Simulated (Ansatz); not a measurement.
# Ba₂ZrS₄ (I4/mmm, No. 139; cell taken from a computed entry)

All values below come from r²SCAN (Ansatz, a first-principles code, PAW).

Numerical settings: plane-wave cutoff 560 eV, 10×10×10 k mesh, Fermi–Dirac smearing 0.01 eV, scalar-relativistic PAW data made under PBE.

Cell (relaxed with PBEsol):

Ba₂ZrS₄ is taken in the tetragonal space group I4/mmm (No. 139), Pearson symbol tI14. Cell: a = b = 4.9257 Å, c = 15.5716 Å, α = β = γ = 90.00°. Ba on 4e is surrounded by 1 S at 3.033 Å and 4 S at 3.300 Å and 4 S at 3.502 Å. Zr on 2a sees 6 S at 2.463–2.557 Å (octahedral). S1 on 4c is coordinated by 2 Zr at 2.463 Å and 4 Ba at 3.300 Å (octahedral). S2 on 4e is surrounded by 1 Zr at 2.557 Å and 1 Ba at 3.033 Å and 4 Ba at 3.502 Å (octahedral). (Neighbours: up to the widest gap in distance over summed covalent radii, below 1.35, at either atom; cation-cation and far metal-metal contacts left out.)
(The calculation used a cell of 7 atoms; values per cell refer to that cell.)

- band gap: 0.85 eV
- smallest direct gap on the k points sampled: 0.97 eV

Note: cell and atoms aren't relaxed at this level (largest force component 0.08 eV/Å, pressure 2.6 GPa).

Spin–orbit coupling is not included.

Static lattice: no zero-point or thermal effects.

It cost very roughly 2.9 core-minutes of CPU time.
